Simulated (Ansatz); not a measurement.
Partial pair distribution functions of a relaxed model of amorphous Zr₂₀O₃₇N₂, broadened by 0.06 Å; density 5.63 g/cm³. These are PBE, scalar-relativistic without spin-orbit coupling (plane waves to 420 eV, PAW; Ansatz, an electronic-structure program) values and carry that method's errors.

A CHGNet melt-quench gave the starting glass, which DFT then relaxed. O and N atoms were pushed apart under 1.9 Å during the dynamics, to hinder bonds among them. The hot cell started wider than the set density and was brought back towards it in steps. It is the lowest in DFT energy of 2 quenches. It is a model cell: composition and starting density were chosen by hand, and all elements were melted together. No dispersion term was used. Its density started from a set value of 5.37 and ended at 5.63 g/cm³. Cooling (nominally 450 K/ps over its main leg) ran many orders faster than in experiment, which tends to leave more defects and strain. A cell of this size samples the disorder only roughly. The volume was free in the relaxation, at fixed shape. Stress components on the final sampling reach 2.4 GPa. On a 2×2×2 Γ-centred mesh force components of up to 0.13 eV/Å stay, since the relaxation ran on the zone centre alone. Cycles of charging lowered its energy after that relaxation.

```
r (Å)  g Zr-O  g Zr-N  g Zr-Zr  g O-O
-----  ------  ------  -------  -----
1.80     0.01    0.00     0.00   0.00
1.90     0.40    0.17     0.00   0.00
2.00     2.85    3.17     0.00   0.00
2.10     6.70    7.96     0.00   0.00
2.20     5.87    5.37     0.00   0.00
2.30     2.51    2.33     0.00   0.09
2.40     1.24    1.83     0.00   0.43
2.50     0.81    0.50     0.00   1.13
2.60     0.31    0.01     0.00   2.73
2.70     0.17    0.16     0.00   3.26
2.80     0.16    1.13     0.00   2.19
2.90     0.12    0.49     0.00   1.96
3.00     0.15    0.04     0.12   1.98
3.10     0.13    0.56     0.76   1.32
3.20     0.19    0.78     1.89   1.09
3.30     0.43    0.07     2.15   0.87
3.40     0.43    0.00     2.24   0.61
3.50     0.61    0.06     3.14   0.60
3.60     0.83    0.62     2.73   0.57
3.70     0.97    0.39     2.77   0.62
3.80     0.81    0.18     2.33   0.47
3.90     0.88    1.34     2.07   0.93
4.00     1.06    2.29     1.40   1.14
4.10     1.34    1.41     1.30   1.13
4.20     1.34    0.24     0.83   1.16
4.30     1.31    0.96     0.34   0.98
4.40     1.30    2.37     0.30   0.54
4.50     1.37    1.34     0.39   0.61
```

Within 2.80 Å each Zr has 6.50 O neighbours on average.
